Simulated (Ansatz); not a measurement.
## Competing hops of interstitial K in corundum, charge state +1

System: interstitial K in corundum (charge state +1). Calculation: PBE, PAW (plane waves to 420 eV; Ansatz, a first-principles code).

Cell of 120 host sites held at the relaxed PBE lattice; the Γ point alone; Fermi-Dirac width 0.01 eV, spin-restricted; finite-size errors left in. Energies are static. The charge state is imposed; whether it is stable for some Fermi level was not computed. Sites that were not tried may lie lower.

Barriers: single points on a 2×2×2 k-point mesh shifted by half a step along c at the bands' geometries.

```
Route                                        Start site over the lowest site run (eV)  Hop (Å)  Forward barrier (eV)  Backward barrier (eV)                             Neighbours at the start  Neighbours at the saddle                        Saddle order  Forward, on the band's own sampling (eV)
-------------------------------------------  ----------------------------------------  -------  --------------------  ---------------------  --------------------------------------------------  ------------------------  ----------------------------------  ----------------------------------------
several atoms move together, K the farthest                                      0.06     1.97                  1.72                   1.72  Al at 2.27, Al at 2.50; 3 O at 2.18, 3 O at 2.26 Å             3 O at 2.12 Å  not checked, on a symmetry element                                      1.74
```

Paths come from CI-NEB runs.  A band can be held on a symmetry element, so unchecked saddle points there may be too high. A further band (several atoms move together, K the farthest, 2.77 Å) gave 1.40 eV forward on its own sampling, 1.44 eV above the lowest site run, but a shoulder points to a second hump between its images, so it is not taken as a result. 1 more band(s) gave no usable saddle point.

The whole set of runs took very roughly 5 core-hours.
